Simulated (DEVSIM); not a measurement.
abrupt GaAs p-n junction

System: abrupt GaAs p-n junction, at 350 K.

| layer (left to right) | material | thickness (μm) | Nd (cm⁻³) | Na (cm⁻³) | τn (s) | τp (s) |
|---|---|---|---|---|---|---|
| 1 | GaAs | 0.310 | - | 1.9e16 | 1.3e-9 | 1.3e-9 |
| 2 | GaAs | 0.340 | 7.2e16 | - | 1.3e-9 | 1.3e-9 |

Left contact: ohmic. Right contact: ohmic. Voltage is applied to the left contact. Recombination: SRH at mid-gap. Mobility is constant in doping.

This is a model device: material constants are rounded textbook-type values typed into the input, and sizes, dopings and lifetimes were drawn at random. Values at 300 K; Nc and Nv go as T^1.5, mobilities as T to minus their exponent, the gap by Varshni's rule with the affinity fixed.

```csv
parameter,GaAs
gap (eV),1.424
affinity (eV),4.07
permittivity,12.9
Nc (cm⁻³),4.7e17
Nv (cm⁻³),9e18
μn (cm²/Vs),8500
μp (cm²/Vs),400
T exponent of μn,2.1
T exponent of μp,2.2
Varshni α (eV/K),0.000541
Varshni β (K),204
```

Simulated with DEVSIM: 1D drift-diffusion, Boltzmann statistics, complete ionisation; no tunnelling, impact ionisation, image-force lowering or self-heating.

```yaml
potential_step_across_the_device_at_zero_bias: 1.145 V
largest_field_in_the_device_at_zero_bias: 68000 V/cm
Dark forward voltage at 1 A/cm²: 0.791 V
Dark forward voltage at 100 A/cm²: 0.937 V
```

Dark forward current:

(V (V), J (A/cm²)): (0.05, 3.6e-8); (0.10, 1.1e-7); (0.15, 2.9e-7); (0.20, 7.1e-7); (0.25, 1.7e-6); (0.30, 4.2e-6); (0.35, 1.0e-5); (0.40, 2.7e-5); (0.45, 7.3e-5); (0.50, 0.00022); (0.60, 0.0030); (0.65, 0.013); (0.70, 0.058); (0.75, 0.28); (0.80, 1.3); (0.85, 6.5); (0.90, 32); (0.95, 150); (1.00, 720); (1.05, 3100)

Dark reverse current:

```csv
V (V),J (A/cm²)
-0.40,-9.4e-8
-1.00,-1.9e-7
-2.00,-2.9e-7
-3.00,-3.5e-7
-4.00,-4.0e-7
-6.00,-4.8e-7
-8.00,-5.4e-7
```
